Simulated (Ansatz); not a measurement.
Structures of equal composition on the (0001) surface of hcp Ti: a layer of Pt in place of the second plane; a layer of Pt in place of the third plane. The slabs share one bottom face, and each structure is named by its start. These are constructed structures in small cells; real faces may alloy, dewet or reconstruct in larger ones, and not all known structures of the face are among them. Slabs of about 12 Å with all that they carry, Fermi-Dirac smearing of 0.1 eV. Bottom of the slabs: a bare face, its two planes held. Relaxed from the named starts with such symmetry as they have, on meshes of like density; energies extrapolated to zero smearing; no spin-orbit coupling, no U. Spin-polarised runs, if any, are marked in brackets, and their order is one that fits the cell; the others ran without spin.

The numbers are results of PBE (plane waves to 420 eV, PAW; Ansatz, a quantum-chemistry and plane-wave program), not measurements.

**Question.** Rank these by energy per 1x1 cell (lowest first), as PBE gives it.

**Answer.** a layer of Pt in place of the third plane (0.000 eV), a layer of Pt in place of the second plane (0.225 eV)
